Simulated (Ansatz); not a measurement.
Take BaTiO3 in the cubic perovskite structure (space group Pm-3m, No. 221) as the base.

```xyz
5
Lattice="3.9346 0.0000 0.0000 0.0000 3.9346 0.0000 0.0000 0.0000 3.9346" Properties=species:S:1:pos:R:3 pbc="T T T"
Ba     0.0000     0.0000     0.0000
Ti     1.9673     1.9673     1.9673
O      1.9673     0.0000     1.9673
O      0.0000     1.9673     1.9673
O      1.9673     1.9673     0.0000
```

Cartesian axes are those of the cell as printed.

Calculations: DFT with LDA, PAW potentials and a 420 eV plane-wave cutoff in Ansatz (a first-principles code), without spin-orbit coupling.

Perturbation: compressive biaxial strain of 1.50 % in the plane normal to [111], as in epitaxy on a mismatched substrate; the out-of-plane cell vector and the atoms relax.

### Question
What does the calculation give for the valence-band top at Γ, ratio −ε⊥/ε∥ and energy relative to the base after the change?

### Answer
The valence-band top at Γ (three highest levels, from the VBM) is 0.00, 0.00, -0.16 eV; the ratio −ε⊥/ε∥ is 0.60; the energy grows by 7.4 meV/atom.

The levels and masses belong to the bands next to the band gap. Stability against distortions was not tested. The final runs are not spin-polarised. Many cubic perovskites are stable only at high temperature; tilts and polar distortions were not tested. This is not the structure that BaTiO3 has at room temperature and ambient pressure.
